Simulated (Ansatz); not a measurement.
## GaP under load (space group I-4m2): band-edge transport data

Here is the system:

```yaml
crystal:
  lattice:
    - [0.00000, 2.80316, 2.48248]
    - [2.80316, 0.00000, 2.48248]
    - [2.80316, 2.80316, 0.00000]
  atoms:
    - { symbol: Ga, position: [0.00000, 0.00000, 0.00000] }
    - { symbol: P, position: [0.25000, 0.25000, 0.25000] }
```

Level of theory: r2SCAN with spin-orbit coupling, rigid bands (plane waves, PAW; Ansatz, a first-principles code). Condition of this run: uniaxial stress along [001] of 7 GPa (compression positive) (the target of the relaxation). Geometry: cell and atoms relaxed with PBEsol, then loaded as said.

```json
{
  "band_gap": "0.63 eV",
  "electron conductivity mass (300 K, dilute)": "0.23 (x), 0.23 (y), 0.81 (z) mₑ",
  "hole conductivity mass (300 K, dilute)": "0.38 (x), 0.38 (y), 0.184 (z) mₑ",
  "effective density of states N_c (300 K)": "1.1e19 cm⁻³",
  "effective density of states N_v (300 K)": "3.6e18 cm⁻³",
  "density_of_states_mass_electrons": "0.57 mₑ",
  "density_of_states_mass_holes": "0.27 mₑ",
  "Seebeck coefficient, n-type 1e19 cm⁻³, 300 K": "-225 μV/K",
  "best n-type power factor at 300 K for τ = 10 fs (best axis; densities from 1e16 to 1e21 cm⁻³ tried, whether or not they can be reached)": "7.1 μW/(cm·K²) at 3e19 cm⁻³",
  "Seebeck coefficient, p-type 1e19 cm⁻³, 300 K": "154 μV/K"
}
```

Rigid bands; masses and Seebeck coefficients take one relaxation time τ for all states and one kind of carrier; polarons and phonon drag are left out. Geometry: cell and atoms relaxed with PBEsol.
